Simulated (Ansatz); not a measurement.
## Al2O3 under a change: isotropic strain +2.25 %

Start from Al₂O₃ in the corundum structure (space group R-3c, No. 167; a = 4.7738 Å, c = 13.0147 Å (hexagonal axes)).

It is then changed as follows: an isotropic linear strain of +2.25 %; the atoms relax in the strained cell.

The values are results of PBEsol (Ansatz, an electronic-structure program; PAW; 420 eV plane waves; no spin-orbit coupling), not measurements. Γ-centred 8×8×8 mesh, Fermi–Dirac width 0.05 eV.

```tsv
quantity	base	changed	shift
volume per atom	8.56 Å³	9.15 Å³	+0.59 Å³
space group	R-3c (No. 167)	R-3c (No. 167)	–
shortest interatomic distance	186.1 pm	190.4 pm	+4.3 pm
energy relative to the base (free energy F)	0 meV/atom	+28 meV/atom	+28 meV/atom
pressure (mean of the normal stresses, compression positive)	0.00 GPa	-14.14 GPa	-14.14 GPa
band gap	6.03 eV	5.22 eV	-0.81 eV
smallest direct gap	6.03 eV	5.24 eV	-0.79 eV
width of the top valence band	0.63 eV	0.57 eV	-0.06 eV
```

Final structure:

```xyz
10
Lattice="2.4406 1.4091 4.4358 -2.4406 1.4091 4.4358 0.0000 -2.8182 4.4358" Properties=species:S:1:pos:R:3 pbc="T T T"
Al     0.0000     0.0000     8.6204
Al     0.0000     0.0000     1.9667
Al     0.0000     0.0000     4.6871
Al     0.0000     0.0000    11.3408
O      0.7446     1.5285     5.5448
O     -1.6960    -0.1194     5.5448
O     -0.7446    -1.5285     7.7627
O     -0.9514     1.4091     7.7627
O      1.6960     0.1194     7.7627
O      0.9514    -1.4091     5.5448
```

Stability against distortions was not tested.
